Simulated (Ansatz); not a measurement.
**CsGeI₃ (within 0.1 Å of R3m, No. 160, 5 atoms in the cell; start mp-28377)**

Computed with PBE0 in Ansatz (PAW).

Numerical settings: plane-wave cutoff 460 eV, 4×4×4 k mesh, Fermi–Dirac smearing 0.01 eV, scalar-relativistic PAW data made under PBE.

Cell (relaxed with PBEsol):

CsGeI₃ has the trigonal space group R3m, hexagonal axes (No. 160), Pearson symbol hR5. Conventional cell: a = 8.259 Å, b = 8.259 Å, c = 10.342 Å, α = 90.00°, β = 90.00°, γ = 120.00°. Cs on 3a sees 12 I at 4.130–4.211 Å (cuboctahedral). Ge on 3a sees 3 I at 2.786 Å and 3 I at 3.119 Å (octahedral). I on 9b is surrounded by 1 Ge at 2.786 Å and 1 Ge at 3.119 Å and 4 Cs at 4.130–4.211 Å (octahedral). (Neighbours: up to the widest gap in distance over summed covalent radii, below 1.35, at either atom; cation-cation and far metal-metal contacts left out.)
(The calculation used a cell of 5 atoms; values per cell refer to that cell.)

```
Property           Value
---------------  -------
band gap         1.51 eV
direct gap at Γ  6.27 eV
```

Note: cell and atoms aren't relaxed at this level (largest force component 0.20 eV/Å, pressure 1.3 GPa).

Spin–orbit coupling is not included; with these elements it can move the gap by several tenths of an eV or more.

A start named mp-… is a Materials Project structure, which need not be a measured phase.

Ansatz is a first-principles code.
